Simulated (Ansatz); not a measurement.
Cost and result by functional for the surface energy of the (31-43) surface of hcp Ru in its 1x1 cell, outermost plane spacing 0.10 Å in the ideal cut, in Ansatz (plane waves, PAW). Single points on the PBE structure, on one kind of machine; costs are rough ratios of the slab run's core time (references not counted) to the cheapest single point. r2SCAN's cost holds its higher cutoff (500 against 420 eV). Differences are taken against r2SCAN for comparison alone: no measured value is at hand, so the table doesn't rank accuracy.

Set-up: 36 atoms, 10.2 Å thick at the start (thin: gaps and levels are the slab's own); mesh 8x4x1; 0.1 eV smearing; dipole correction on; all atoms relaxed; held to the start's symmetry, so lower structures may exist; no spin, no spin-orbit, no U. These notes are the PBE run's.

```json
[
 {"functional": "RPBE", "relative cost": "1", "surface energy (J/m²)": "2.93", "less r2SCAN (J/m²)": "-0.50"},
 {"functional": "PBEsol", "relative cost": "1", "surface energy (J/m²)": "3.64", "less r2SCAN (J/m²)": "0.21"},
 {"functional": "LDA", "relative cost": "1", "surface energy (J/m²)": "3.82", "less r2SCAN (J/m²)": "0.39"},
 {"functional": "r2SCAN", "relative cost": "2", "surface energy (J/m²)": "3.43", "less r2SCAN (J/m²)": "0.00"},
 {"functional": "PBE (the relaxed run's value)", "relative cost": "–", "surface energy (J/m²)": "3.19", "less r2SCAN (J/m²)": "-0.24"}
]
```

The values span 0.89 J/m², while the single points' costs differ by a factor of roughly 2. Differences are of unrounded values.

Ansatz is an electronic-structure program.
